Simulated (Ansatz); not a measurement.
Take BaLiF$_{3}$ in the cubic perovskite structure (space group Pm-3m, No. 221; a = 3.9585 Å; a cell from a computed database, its experimental status unchecked) as the base.

It is then changed as follows: a hydrostatic pressure of 5 GPa.

Levels (all Ansatz, a program for electronic structure, PAW): PBEsol (420 eV, no SOC); PBEsol+SOC (420 eV, spin-orbit coupling included).

The geometry is relaxed with PBEsol.

| Quantity | Value |
|---|---|
| PBEsol electron mass | 0.47, 0.68 mₑ (at Γ) |
| PBEsol width of the top valence band | 0.57 eV |
| PBEsol band gap | 6.69 eV |

Q: What does PBEsol+SOC give at this geometry for the electron mass, width of the top valence band and band gap?

A: The electron mass (degenerate bands, along [100]) remains 0.47, 0.68 mₑ (at Γ); the width of the top valence band grows by 0.044 eV, from 0.57 eV to 0.62 eV; the band gap shrinks by 0.06 eV (6.69 eV → 6.63 eV). The threefold valence maximum splits by Δso ≈ 0.18 eV.

Single points use the geometry relaxed with PBEsol. Differences between runs with and without spin-orbit coupling are approximate. Load acts through the strain it causes; cell and atoms are relaxed under it. Masses are band curvatures over ±0.01 Å⁻¹ around the edge. Whether these cells are dynamically stable was not tested. No other phases were tried under pressure. Many cubic perovskites are stable only at high temperature; tilts and polar distortions were not tested.
